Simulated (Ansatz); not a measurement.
## The (100) surface of rock-salt TiC, S on all C sites of the top plane (bottom of the slab: a bare face, its two planes held)

Computed with PBE (plane waves to 420 eV, PAW; Ansatz, a program for electronic structure).

Model: 12-atom slab, 11.0 Å thick at the start with caps and adatoms (thin: gaps and levels are the slab's own), 12x12x1 mesh, Fermi-Dirac 0.1 eV, dipole correction, 4 atoms held, the rest relaxed; symmetry of the start imposed; no spin, no spin-orbit, no U. In PBE it is, or lies within 0.01 eV a 1x1 cell of, the lowest of the 2 structures of its composition computed so far; subsurface sites and larger cells were not tried.

```yaml
work_function_of_the_top_face: 4.33 eV
energy_released_by_relaxation: 1.92 eV
cost: about 4 core-minutes (a rough figure)
```
